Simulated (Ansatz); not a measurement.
Cs under a change: biaxial strain −1.67 %, plane normal [111], relaxed out of plane

Take Cs in the bcc (W type) structure (space group Im-3m, No. 229; a = 6.007 Å; relaxed with 0.1 eV smearing) as the base. Axes: x, y, z lie along the cube axes.

It is then changed as follows: biaxial strain −1.67 %, plane normal [111], relaxed out of plane (Cartesian); in-plane vectors clamped, the third vector and the atoms free.

Computed with PBEsol, PAW, 420 eV (Ansatz, a program for electronic structure; without spin-orbit coupling). Γ-centred 16×16×16 mesh, Fermi–Dirac width 0.1 eV.

| quantity | base | changed | shift |
|---|---|---|---|
| volume per atom | 108.39 Å³ | 105.67 Å³ | -2.715 Å³ |
| space group | Im-3m (No. 229) | R-3m (No. 166) | – |
| energy relative to the base (free energy F) | 0 meV/atom | +0.9 meV/atom | +0.9 meV/atom |
| pressure (mean of the normal stresses, compression positive) | 0.0 GPa | 0.1 GPa | +0.1 GPa |
| band gap | zero | zero | – |
| out-of-plane strain | – | +0.84 % | – |
| ratio −ε⊥/ε∥ | – | 0.50 | – |

Final structure (turned so that z lies along the plane normal):

```xyz
1
Lattice="8.3535 0.0000 0.0000 4.1768 7.2344 0.0000 4.1768 -2.4115 1.7486" Properties=species:S:1:pos:R:3 pbc="T T T"
Cs     0.0000     0.0000     0.0000
```

Whether these cells are dynamically stable was not tested. The final runs are not spin-polarised.
